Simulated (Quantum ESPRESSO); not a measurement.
A relaxation of the atoms of PbSe2 (I4/mcm, 6 atoms in the cell) with Quantum ESPRESSO.

Method of the run: PBEsol, GBRV 1.5 ultrasoft (PBESOL) pseudopotentials (plane waves; Quantum ESPRESSO 7.5).

The input file:

```fortran
&CONTROL
  calculation = 'relax',
  prefix = 'pbse2',
  outdir = './tmp',
  pseudo_dir = './',
  verbosity = 'high',
/
&SYSTEM
  ibrav = 7,
  A = 6.477270000,
  C = 7.804390000,
  nat = 6,
  ntyp = 2,
  ecutwfc = 40,
  ecutrho = 200,
  occupations = 'smearing',
  smearing = 'gauss',
  degauss = 0.0036749,
/
&ELECTRONS
  conv_thr = 1.0d-10,
  mixing_beta = 0.3,
/
&IONS
/
ATOMIC_SPECIES
Pb   207.2000  pb_pbesol_v1.uspp.F.UPF
Se    78.9710  se_pbesol_v1.uspp.F.UPF
ATOMIC_POSITIONS {alat}
Pb    0.000000000    0.000000000    0.301222197
Pb    0.000000000    0.000000000    0.903666591
Se   -0.629820000    0.129820000    0.000000000
Se    0.129820000    0.370180000    0.602444394
Se   -0.129820000    0.370180000    0.000000000
Se   -0.370180000    0.129820000    0.602444394
K_POINTS {automatic}
5 5 5  1 1 1
```

The program printed (abridged):

```
     Self-consistent Calculation

     iteration #  1     ecut=    40.00 Ry     beta= 0.30

---- Real-time Memory Report at c_bands before calling an iterative solver
           215 MiB given to the printing process from OS
            88 MiB allocation reported by mallinfo(arena+hblkhd)
------------------

     Threshold (ethr) on eigenvalues was too large:
     Diagonalizing with lowered threshold

---- Real-time Memory Report at c_bands before calling an iterative solver
           265 MiB given to the printing process from OS
           101 MiB allocation reported by mallinfo(arena+hblkhd)
------------------

   [... lines left out ...]
           282 MiB given to the printing process from OS
           118 MiB allocation reported by mallinfo(arena+hblkhd)
------------------

     negative rho (up, down):  2.986E-02 0.000E+00

     total energy              =    -501.13028101 Ry
     estimated scf accuracy    <          7.2E-10 Ry

     iteration # 11     ecut=    40.00 Ry     beta= 0.30

---- Real-time Memory Report at c_bands before calling an iterative solver
           282 MiB given to the printing process from OS
           118 MiB allocation reported by mallinfo(arena+hblkhd)
------------------

     negative rho (up, down):  2.986E-02 0.000E+00
     End of self-consistent calculation

     the Fermi energy is     7.5515 ev

!    total energy              =    -501.13028102 Ry
     estimated scf accuracy    <          3.9E-11 Ry
     smearing contrib. (-TS)   =      -0.00005793 Ry
     internal energy E=F+TS    =    -501.13022308 Ry

     convergence has been achieved in  11 iterations

     negative rho (up, down):  2.986E-02 0.000E+00

     Forces acting on atoms (cartesian axes, Ry/au):

     atom    1 type  1   force =     0.00000000    0.00000000    0.00000000
     atom    2 type  1   force =     0.00000000    0.00000000    0.00000000
     atom    3 type  2   force =    -0.00524791    0.00524791   -0.00000000
     atom    4 type  2   force =     0.00524791   -0.00524791   -0.00000000
     atom    5 type  2   force =    -0.00524791   -0.00524791    0.00000000
   [... lines left out ...]
     Total force =     0.014843     Total SCF correction =     0.000006
     the Fermi energy is     7.5320 ev
!    total energy              =    -501.13057920 Ry
     Total force =     0.000105     Total SCF correction =     0.000001
     bfgs converged in   4 scf cycles and   3 bfgs steps
     Final energy             =    -501.1305791957 Ry
   [... lines left out ...]
Pb               0.0000000000        0.0000000000        0.9036665910
Se              -0.6309913634        0.1309913634       -0.0000000000
Se               0.1309913634        0.3690086366        0.6024443940
Se              -0.1309913634        0.3690086366       -0.0000000000
Se              -0.3690086366        0.1309913634        0.6024443940
End final coordinates

   JOB DONE.
```

The run converged. 

Summary of the result:
```
Property                                      Value
------------------------------------  -------------
Free energy E − TS                    -6818.2289 eV
Fermi level (on the code's own zero)        7.53 eV
Largest force (vector length)            0.001 eV/Å
Relaxation steps                                  3
```

The starting cell comes from a database of computed structures (which also holds hypothetical and non-ambient phases and stackings), without a prior relaxation at this level. The relaxation keeps the symmetry of its start, so its end need not be a minimum. The run gives no clean gap (levels at the Fermi energy touch, overlap or are partly filled at this smearing), which alone does not show that the compound is a metal.

Cost on one core of a shared machine: roughly 5 min.
